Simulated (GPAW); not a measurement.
**A self-consistent single point of MnAgO2 (C2/m, 4 atoms in the cell) with GPAW**

Level of theory: PBEsol, GPAW PAW datasets PBEsol (made by gpaw-setup) (plane waves; GPAW 25.7.0).

Input:

```python
from ase import Atoms
from ase.units import GPa
from gpaw import GPAW, PW, FermiDirac

atoms = Atoms(['Mn', 'Ag', 'O', 'O'],
              cell=[[2.783194, -1.456385, 0.000000],
                    [2.783194, 1.456385, 0.000000],
                    [-1.316845, 0.000000, 6.231952]],
              scaled_positions=[[0.500000, 0.500000, 0.500000],
                                [0.000000, 0.000000, 0.000000],
                                [0.100990, 0.100990, 0.335620],
                                [0.899010, 0.899010, 0.664380]],
              pbc=True)

atoms.set_initial_magnetic_moments([4.0, 0.0, 0.0, 0.0])

calc = GPAW(spinpol=True,
            mode=PW(950),
            xc='PBEsol',
            kpts=(7, 7, 3),
            occupations=FermiDirac(0.05),
            nbands=-12,
            convergence={'density': 1e-05, 'energy': 1e-05},
            symmetry={'symmorphic': False, 'tolerance': 0.0005},
            maxiter=150)

atoms.calc = calc

energy = atoms.get_potential_energy()
print('Energy (eV):', round(energy, 6))
forces = atoms.get_forces()
print('Forces (eV/Ang):')
print(forces.round(5))
stress = atoms.get_stress()
print('Stress (GPa, Voigt):', (stress / GPa).round(4))
```

Log, with long lists cut:

```
Input parameters:
  convergence: {density: 1e-05,
                energy: 1e-05}
  kpts: [7 7 3]
  maxiter: 150
  mode: {ecut: 950.0,
         name: pw}
  nbands: -12
  occupations: {fixmagmom: False,
                name: fermi-dirac,
                width: 0.05}
  spinpol: True
  symmetry: {symmorphic: False,
             tolerance: 0.0005}
  xc: PBEsol

species:
  Mn:
    name: Manganese
    Z: 25.0
    valence: 15
    core: 10
    charge: 0.0
    file: Mn.PBEsol.gz

    # Using partial waves for Mn as LCAO basis

  Ag:
    name: Silver
    Z: 47.0
    valence: 17
    core: 30
    charge: 0.0
    file: Ag.PBEsol.gz

    # Using partial waves for Ag as LCAO basis

  O:
    name: Oxygen
    Z: 8.0
    valence: 6
    core: 2
    charge: 0.0
    file: O.PBEsol.gz

    # Using partial waves for O as LCAO basis

Reference energy: -180080.214129  # eV

Spin-polarized calculation.
Initial magnetic moment: 4.000000

Convergence criteria:
 Maximum [total energy] change in last 3 cyles: 1e-05 eV / valence electron
 Maximum integral of absolute [dens]ity change: 1e-05 electrons / valence electron
 Maximum integral of absolute [eigenst]ate change: 4e-08 eV^2 / valence electron
 Maximum number of scf [iter]ations: 150

Symmetries present (total): 4
Symmetries with fractional translations: 0
147 k-points: 7 x 7 x 3 Monkhorst-Pack grid
44 k-points in the irreducible part of the Brillouin zone
       k-points in crystal coordinates                weights
   0:     0.00000000    0.00000000    0.00000000          1/147
   1:     0.00000000    0.00000000    0.33333333          2/147
   2:     0.14285714   -0.14285714    0.00000000          2/147
   [... 7 lines left out ...]
          ...
  43:     0.42857143    0.42857143    0.33333333          2/147

Wave functions: Plane wave expansion
  Cutoff energy: 950.000 eV
  Number of coefficients (min, max): 3335, 3388
  Pulay-stress correction: 0.000000 eV/Ang^3 (de/decut=0.000000)

Occupation numbers: Fermi-Dirac:
  width: 0.0500  # eV

Eigensolver

Densities:
  Coarse grid: 24*24*48 grid
  Fine grid: 48*48*96 grid
  Total Charge: 0.000000

Density mixing:
  Method: difference
  Backend: pulay
  Linear mixing parameter: 0.05
  old densities: 5
  Damping of long wavelength oscillations: 50

Hamiltonian:
  XC and Coulomb potentials evaluated on a 48*48*96 grid
  External potential:
    NoExternalPotential

XC parameters: PBEsol with 2 nearest neighbor stencil

Number of atoms: 4
Number of atomic orbitals: 33
Number of bands in calculation: 36
Number of valence electrons: 44
Bands to converge: occupied

Density initialized from atomic densities
  33 bands from LCAO basis set
  3 bands from random numbers

Atomic positions and initial magnetic moments

Positions:
   0 Mn     2.124772    0.000000    3.115976    ( 0.0000,  0.0000,  4.0000)
   1 Ag     0.000000    0.000000    0.000000    ( 0.0000,  0.0000,  0.0000)
   2 O      0.120190    0.000000    2.091568    ( 0.0000,  0.0000,  0.0000)
   3 O      4.129353   -0.000000    4.140384    ( 0.0000,  0.0000,  0.0000)

Unit cell:
           periodic     x           y           z      points  spacing
  1. axis:    yes    2.783194   -1.456385    0.000000    24     0.1070
  2. axis:    yes    2.783194    1.456385    0.000000    24     0.1070
  3. axis:    yes   -1.316845    0.000000    6.231952    48     0.1298

  Lengths:   3.141214   3.141214   6.369561
  Angles:  100.554870 100.554870  55.244172

Effective grid spacing dv^(1/3) = 0.1223

     iter     time        total  log10-change:  magmom
                         energy   eigst   dens
iter:   1 --:--:--   -31.835179                   +4.0022
iter:   2 --:--:--   -30.692371   -1.13  -1.23    +4.0678
iter:   3 --:--:--   -29.057817   -1.69  -1.29    +4.0117
iter:   4 --:--:--   -28.930979   -2.50  -1.55    +3.9964
iter:   5 --:--:--   -29.112867   -2.51  -1.64    +3.9812
iter:   6 --:--:--   -28.946327   -2.46  -1.83    +3.9850
iter:   7 --:--:--   -28.915033   -3.37  -2.29    +3.9469
iter:   8 --:--:--   -28.911003   -3.78  -2.42    +3.9468
iter:   9 --:--:--   -28.906127   -4.13  -2.80    +3.9592
iter:  10 --:--:--   -28.905867   -5.00  -3.03    +3.9579
iter:  11 --:--:--   -28.905841c  -6.93  -3.32    +3.9573
iter:  12 --:--:--   -28.905658c  -5.34  -3.35    +3.9573
iter:  13 --:--:--   -28.905661c  -7.13  -3.94    +3.9574
iter:  14 --:--:--   -28.905676c  -6.86  -3.99    +3.9603
iter:  15 --:--:--   -28.905679c  -7.69c -4.29    +3.9606
iter:  16 --:--:--   -28.905673c  -7.34  -4.37    +3.9608
iter:  17 --:--:--   -28.905671c  -8.62c -4.63    +3.9606
iter:  18 --:--:--   -28.905670c  -9.35c -4.71    +3.9605
iter:  19 --:--:--   -28.905669c  -7.99c -4.75    +3.9604
iter:  20 --:--:--   -28.905669c  -9.27c -5.16c   +3.9605

Converged after 20 iterations.

Dipole moment: (0.000000, 0.000000, -0.000000) |e|*Ang

Total magnetic moment: (0.000000, 0.000000, 3.960493)
Local magnetic moments:
   0 Mn ( 0.000000,  0.000000,  3.553256)
   1 Ag ( 0.000000,  0.000000,  0.040062)
   2 O  ( 0.000000,  0.000000,  0.050546)
   3 O  ( 0.000000,  0.000000,  0.050546)

Energy contributions relative to reference atoms: (reference = -180080.214129)

Kinetic:        +22.745689
Potential:      -24.848278
External:        +0.000000
XC:             -27.443284
Entropy (-ST):   -0.003825
Local:           +0.642117
SIC:             +0.000000
--------------------------
Free energy:    -28.907581
Extrapolated:   -28.905669

Spin contamination: 0.021776 electrons
Showing only first 2 kpts
                      Up                     Down
 Kpt  Band  Eigenvalues  Occupancy  Eigenvalues  Occupancy
  0    20      3.53408    1.00000      6.36538    0.98473
  0    21      3.64214    1.00000      7.36849    0.00000
  0    22      4.12035    1.00000      7.38958    0.00000
  0    23      6.66928    0.12880      8.27792    0.00000

  1    20      4.01490    1.00000      7.10859    0.00002
  1    21      4.08800    1.00000      7.36508    0.00000
  1    22      4.56418    1.00000      7.77918    0.00000
  1    23      6.62091    0.28005      8.22541    0.00000

Fermi level: 6.57370

No gap
No difference between direct/indirect transitions
Energy (eV): -28.905669

Forces in eV/Ang:
  0 Mn    0.00000    0.00000    0.00000
  1 Ag    0.00000    0.00000    0.00000
  2 O    -0.00771    0.00000    0.03537
  3 O     0.00771    0.00000   -0.03537

Stress tensor:
     0.014348     0.000000     0.000217
     0.000000     0.018482     0.000000
     0.000217     0.000000     0.021955
Stress (GPa, Voigt): [2.2988 2.9611 3.5176 0.     0.0348 0.    ]
```

The run converged in 20 iterations. GPAW prints stress with tension positive.

At such cutoffs GPAW's stress carries a finite-basis (Pulay) error, which enters relaxed cells too; its log prints stress with tension positive.

The starting cell comes from a database of computed structures (which also holds hypothetical and non-ambient phases and stackings), without a prior relaxation at this level. Its lattice was rescaled by a random factor within 2.5 % of one. With one magnetic atom in the cell only a parallel order is possible.

Cost on one core of a shared machine: roughly 2 min.
